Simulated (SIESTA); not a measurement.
SIESTA run on Pt3Ti (Pm-3m, 4 atoms in the cell): relaxation of cell and atoms.

Level of theory: SIESTA with GGA PBE, numerical atomic orbitals DZP, PseudoDojo PBE standard norm-conserving potentials (rewritten from UPF to PSML).

```
CELL_PARAMETERS angstrom
      3.92000     0.00000     0.00000
      0.00000     3.92000     0.00000
      0.00000     0.00000     3.92000
ATOMIC_POSITIONS crystal
  Ti 0.00000 0.00000 0.00000
  Pt 0.00000 0.50000 0.50000
  Pt 0.50000 0.00000 0.50000
  Pt 0.50000 0.50000 0.00000
```

Reference input (self-consistent single point, DFT, GGA PBE, numerical atomic orbitals DZP, PseudoDojo PBE standard norm-conserving potentials (rewritten from UPF to PSML)): XC.functional = GGA; XC.authors = PBE; potentials = PseudoDojo PBE standard; PAO.BasisSize = DZP; PAO.EnergyShift = 0.01 Ry; MeshCutoff = 400 Ry; kgrid.MonkhorstPack = 6 6 6; OccupationFunction = FD; ElectronicTemperature = 0.1 eV; MaxSCFIterations = 150; SCF.Mixer.Method = Pulay; SCF.Mixer.Weight = 0.25. This run's input differs from it in these lines:

```diff
@@ -43,2 +43,7 @@
 Diag.ParallelOverK           true
+MD.TypeOfRun                 FIRE
+MD.Steps                     40
+MD.MaxForceTol               0.02 eV/Ang
+MD.VariableCell              true
+MD.MaxStressTol              0.05 GPa
 WriteForces                  true
```

Output (repeated stretches shortened):

```
        iscf     Eharris(eV)        E_KS(eV)     FreeEng(eV)     dDmax    Ef(eV) dHmax(eV)
   scf:    1   -12059.194989   -12208.668945   -12208.827699  1.248284 -0.737593 29.317217
   scf:    2   -12157.778917   -12253.030705   -12253.046821  1.414366 -1.638314 29.236871
   scf:    3   -12277.623422   -12266.728415   -12266.735393  0.223092 -1.637063 17.985980
   scf:    4   -10641.462940   -11757.939058   -11758.159381  1.369108 -3.038918124.404849
   scf:    5   -12348.461857   -12274.373637   -12274.471695  1.288799 -2.255498  4.013171
   [... 5 lines left out ...]
   scf:   11   -12275.393841   -12275.391959   -12275.453181  0.012741 -2.372740  0.094352
   scf:   12   -12275.391118   -12275.391660   -12275.453525  0.001154 -2.374523  0.011567
   scf:   13   -12275.391412   -12275.391541   -12275.453529  0.000274 -2.374972  0.004830
   scf:   14   -12275.391622   -12275.391582   -12275.453530  0.000079 -2.374842  0.000440
SCF Convergence by DM+H criterion
max |DM_out - DM_in|         :     0.0000794613
max |H_out - H_in|      (eV) :     0.0004396324
SCF cycle converged after 14 iterations

Using DM_out to compute the final energy and forces

siesta: E_KS(eV) =           -12275.3916

siesta: E_KS - E_eggbox =    -12275.3916

siesta: Atomic forces (eV/Ang):
     1   -0.000000   -0.000000   -0.000000
     2    0.000000    0.000000   -0.000000
     3    0.000000    0.000000   -0.000000
     4   -0.000000   -0.000000    0.000000
   Tot    0.000000    0.000000   -0.000000
   Max    0.000000
   Res    0.000000    sqrt( Sum f_i^2 / 3N )
   Max    0.000000    constrained

Stress tensor Voigt[x,y,z,yz,xz,xy] (kbar):      -21.78      -21.78      -21.78        0.00       -0.00        0.00
(Free)E + p*V (eV/cell)   -12274.6346
   [... lines left out ...]
siesta: Pressure (static):         21.78155753  kBar
siesta: Pressure (total):         21.78155753  kBar
No target stress found, assuming hydrostatic MD.TargetPressure.
Target stress (kBar)
outcell: Cell volume (Ang**3)        :     60.7396
        iscf     Eharris(eV)        E_KS(eV)     FreeEng(eV)     dDmax    Ef(eV) dHmax(eV)
siesta: Pressure (static):          0.49682736  kBar
siesta: Pressure (total):          0.49682736  kBar
outcell: Cell volume (Ang**3)        :     60.7396
siesta: FreeEng =    -12275.457009
   [... lines left out ...]
siesta:    -0.000310   -0.000000    0.000000
siesta:    -0.000000   -0.000310    0.000000
siesta:     0.000000    0.000000   -0.000310

siesta: Cell volume =         60.739577 Ang**3

siesta: Pressure (static):
siesta:                Solid            Molecule  Units
siesta:           0.00000338          0.00000338  Ry/Bohr**3
siesta:           0.00031010          0.00031010  eV/Ang**3
siesta:           0.49682736          0.49683785  kBar
```

The run converged. 

Summary of the result:
```
Quantity                                                                                                 Result
------------------------------------  -------------------------------------------------------------------------
Free energy E − TS                                                                               -12275.4570 eV
Fermi level (on the code's own zero)                                                                   -2.41 eV
Pressure                                                                                               0.05 GPa
Final cell                            a = 3.931 Å, b = 3.931 Å, c = 3.931 Å, α = 90.00°, β = 90.00°, γ = 90.00°
Final volume per atom                                                                                  15.18 Å³
Relaxation steps                                                                                             20
```

The starting cell has typed, rounded lattice constants, without a prior relaxation at this level. Spin polarisation is off. Values carry the incompleteness of an atom-centred basis.

Cost on one core of a shared machine: roughly 6 min.
